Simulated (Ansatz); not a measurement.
The starting structures come from a database of crystals and need not be the phases stable at ambient conditions.

 Where the default PAW files enter, the runs use the earlier of Ansatz's two default sets.

The decay constant κ of evanescent states in the gap governs leakage through a thin film.

Here is the system:

```xyz
12
Lattice="6.1043 0.0000 0.0000 0.0000 6.6479 0.0000 0.0000 -1.4699 2.7588" Properties=species:S:1:pos:R:3 pbc="T T T"
Na     0.0000     1.5240     0.2590
Na     0.0000     3.6540     2.4998
Na     3.0522     3.6540     2.4998
Na     3.0522     1.5240     0.2590
H      4.5783     3.3627     0.1975
H      1.5261     1.8153     2.5613
H      1.5261     5.7274     1.4574
H      4.5783    -0.5494     1.3014
O      4.5783     1.7884     1.9929
O      1.5261     3.3896     0.7659
O      1.5261    -0.0626     1.0067
O      4.5783     5.2406     1.7521
```

Space group of this cell: Pbcm. The cell is taken as given; by PBEsol its mean pressure is 1.8 GPa.

Transport runs along the normal of the first two printed cell vectors.

The gap is the functional's own, uncorrected, and κ follows it; spin-orbit coupling is left out. Mid-gap values are interpolated between the computed energies.

Q: Estimate the band gap and the smallest decay constant κ at mid-gap that PBEsol (Ansatz, a program for electronic structure) returns for this system.

A: Gap 3.53 eV on a 6×12×12 mesh; κ = 0.363 1/Å, at the zone centre.
